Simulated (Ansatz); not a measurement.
The parent structure is ZnS in the wurtzite structure (space group P6_3mc, No. 186; a = 3.8061 Å, c = 6.2447 Å). Axes: x lies along a and z along c of the hexagonal cell.

Method: plane-wave PAW DFT at the r2SCAN level (Ansatz, an electronic-structure program, 500 eV), spin-orbit coupling left out.

Strains are applied to the cell and any free atomic positions relax; under biaxial strain the out-of-plane vector relaxes too.

One change was made to it. Results:

The band gap grows by 0.015 eV, from 2.78 eV to 2.79 eV; the valence-band top at Γ (three highest levels, from the VBM) becomes 0.00, -0.15, -0.27 eV (base: 0.00, 0.00, -0.08 eV); the gap character stays direct at Γ.

Question: Name the change that was made.
(A) uniaxial strain ε_yy = −3.50 %
(B) tensor shear ε_xy = +3.10 %
(C) uniaxial strain ε_zz = +3.93 %
(D) biaxial strain +3.15 %, plane normal [001], relaxed out of plane
(E) uniaxial strain ε_zz = −1.08 %

Answer: A, uniaxial strain ε_yy = −3.50 %. For comparison, the band gap in the other runs: tensor shear ε_xy = +3.10 % gives 2.62 eV; uniaxial strain ε_zz = +3.93 % gives 2.46 eV; biaxial strain +3.15 %, plane normal [001], relaxed out of plane gives 2.54 eV; uniaxial strain ε_zz = −1.08 % gives 2.86 eV.

Whether these cells are dynamically stable was not tested. Labels are those of the standard path for the cell's own space group.
